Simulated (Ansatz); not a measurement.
# MoCl$_{6}$ (space group P-31m, No. 162; a cell from a computed database, its experimental status unchecked)

```yaml
crystal:
  lattice:
    - [6.12848, 0.00000, 0.00000]
    - [-3.06424, 5.30742, 0.00000]
    - [0.00000, 0.00000, 5.49210]
  atoms:
    - { symbol: Mo, position: [0.00000, 0.00000, 0.50000] }
    - { symbol: Cl, position: [0.30458, 0.30458, 0.25902] }
    - { symbol: Cl, position: [0.69542, 0.69542, 0.74098] }
    - { symbol: Cl, position: [0.69542, 0.00000, 0.25902] }
    - { symbol: Cl, position: [0.30458, 0.00000, 0.74098] }
    - { symbol: Cl, position: [0.00000, 0.69542, 0.25902] }
    - { symbol: Cl, position: [0.00000, 0.30458, 0.74098] }
```

Calculations: plane-wave PAW DFT at the PBEsol level (Ansatz, a quantum-chemistry and plane-wave program, 420 eV), no SOC. Settings: 6×6×6 k-points, 0.05 eV Fermi–Dirac smearing.

The volume per atom is 25.52 Å³ and the density comes out as 2.87 g/cm³. The band gap is 0.96 eV, indirect, K → Γ and the electron mass is 0.51 mₑ along c, 1.6 mₑ across. The hole mass comes out as 2.1 mₑ and the total energy is -1609.651 eV/atom (σ→0; compares only within this code and set-up).

Masses are band curvatures over ±0.01 Å⁻¹ around the edge. No phonon test of stability was made.
